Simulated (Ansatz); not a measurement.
Take NbSi₂ (space group P6_422, No. 181; a = 4.7675 Å, c = 6.5759 Å) as the base. Axes: x lies along a and z along c of the hexagonal cell.

Method: Ansatz (a quantum-chemistry and plane-wave program), PBEsol, PAW, cutoff 420 eV, no spin-orbit coupling.

For the base:

```
Property            Value
---------------  --------
Volume per atom  14.38 Å³
```

Modification: biaxial strain −3.20 %, plane normal [001], relaxed out of plane (Cartesian); in-plane vectors clamped, the third vector and the atoms free.

**Question.** Predict the new volume per atom.

**Answer.** The volume per atom shrinks by 0.73 Å³ (14.38 Å³ → 13.65 Å³).

No phonon test of stability was made. All final runs are without spin polarisation. An odd electron count without spin: NbSi2.
